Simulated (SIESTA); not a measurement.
# Short convergence ladders for Fe3Ge (P4mm, 4 atoms in the cell)

```
Fe3Ge
1.0
    3.64952     0.00000     0.00000
    0.00000     3.64952     0.00000
    0.00000     0.00000     3.64952
Fe Ge
3 1
Direct
  0.01370   0.50000   0.50000
  0.50000   0.00000   0.50000
  0.50000   0.50000   0.00000
  0.00000   0.00000   0.00000
```
Moments meant for the start (each program seeds them in its own way; μB, in the order of the atoms Fe Fe Fe Ge): 4.0 4.0 4.0 0.0.

Base method: GGA PBEsol, numerical atomic orbitals DZP, PseudoDojo PBEsol standard norm-conserving potentials (rewritten from UPF to PSML) run with SIESTA.

Base settings: XC.functional = GGA; XC.authors = PBEsol; potentials = PseudoDojo PBEsol standard; PAO.BasisSize = DZP; PAO.EnergyShift = 0.01 Ry; MeshCutoff = 350 Ry; kgrid.MonkhorstPack = 4 4 4; OccupationFunction = MP; OccupationMPOrder = 0; ElectronicTemperature = 0.1 eV.

**The k-point mesh**

The second cell is the first with its lattice scaled by 0.98.

Only quantities that move along the ladder and can be compared are tabulated.

```tsv
kgrid.MonkhorstPack	free energy less the last step's (meV/atom)	energy of the compressed cell less the first (meV/atom)	pressure (GPa)	largest difference of a force vector from the last step's (eV/Å)	net moment (μB/atom)
2 2 2	101.27	-0.37	-4.64	0.007	1.820
4 4 4	-8.04	-21.28	-10.20	0.004	1.636
5 5 5	-6.22	-19.39	-8.99	0.024	1.694
6 6 6	0.03	-21.05	-9.08	0.015	1.690
8 8 8	0.00	-20.87	-9.64	0.000	1.664
```

Coarsest kgrid.MonkhorstPack that holds the net moment within 0.05 μB/atom: not settled: the last two steps still differ by 0.027 μB/atom, over half the tolerance, so the ladder does not show it.

**Shifted k-point meshes**

Only quantities that move along the ladder and can be compared are tabulated.

```tsv
kgrid.MonkhorstPack	free energy less the last step's (meV/atom)	pressure (GPa)	largest difference of a force vector from the last step's (eV/Å)	net moment (μB/atom)
2 2 2 shifted by 0.5 0.5 0.5	1.67	0.20	0.140	2.000
4 4 4 shifted by 0.5 0.5 0.5	-2.51	-5.04	0.095	1.875
6 6 6 shifted by 0.5 0.5 0.5	-0.15	-9.87	0.019	1.650
9 9 9 shifted by 0.5 0.5 0.5	0.00	-9.65	0.000	1.660
```

Coarsest kgrid.MonkhorstPack that holds the pressure within 1 GPa of the last step, with all finer ones: 6 6 6 shifted by 0.5 0.5 0.5; the step before is off by 4.6 GPa.

Coarsest kgrid.MonkhorstPack that holds the free energy within 0.5 meV/atom of the last step, with all finer ones: 6 6 6 shifted by 0.5 0.5 0.5; the step before is off by 2.5 meV/atom.

Coarsest kgrid.MonkhorstPack that holds the net moment within 0.05 μB/atom of the last step, with all finer ones: 6 6 6 shifted by 0.5 0.5 0.5; the step before is off by 0.21 μB/atom.

On the base run: the starting cell comes from a database of computed structures (which also holds hypothetical and non-ambient phases and stackings), without a prior relaxation at this level. Its lattice was rescaled by up to half a per cent. One atom was moved a little off its site on purpose. The magnetic order is the one reached from the typed start; others were not searched systematically. Values carry the incompleteness of an atom-centred basis. In the base run, with a pressure of about -10 GPa the cell is away from its equilibrium volume at this level. Without a gap this mesh is coarse (it stands for a supercell whose shortest vector is 15 Å).
